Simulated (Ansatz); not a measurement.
## ErIr2 (Fd-3m, No. 227)

Calculation: LDA (Ansatz, a quantum-chemistry and plane-wave program, PAW).

Numerical settings: plane-wave cutoff 500 eV, 14×14×14 k mesh, Fermi–Dirac smearing 0.1 eV, spin-polarised start, scalar-relativistic PAW data made under PBE.

Cell (relaxed at this level):

```
CELL_PARAMETERS angstrom
      0.00000     3.70403     3.70403
      3.70403     0.00000     3.70403
      3.70403     3.70403     0.00000
ATOMIC_POSITIONS crystal
  Er 0.75000 0.75000 0.75000
  Er 0.50000 0.50000 0.50000
  Ir 0.12500 0.62500 0.12500
  Ir 0.12500 0.12500 0.12500
  Ir 0.62500 0.12500 0.12500
  Ir 0.12500 0.12500 0.62500
```

For ErIr2 (Fd-3m, No. 227), the band gap comes out as zero (no gap).

Note: the magnetic order was assumed, not searched for or taken from measurement; the 4f shell is treated without U or exact exchange, so its levels and filling can be wrong.

Spin–orbit coupling is not included.

Computing time: about 18 core-minutes (a rough figure).
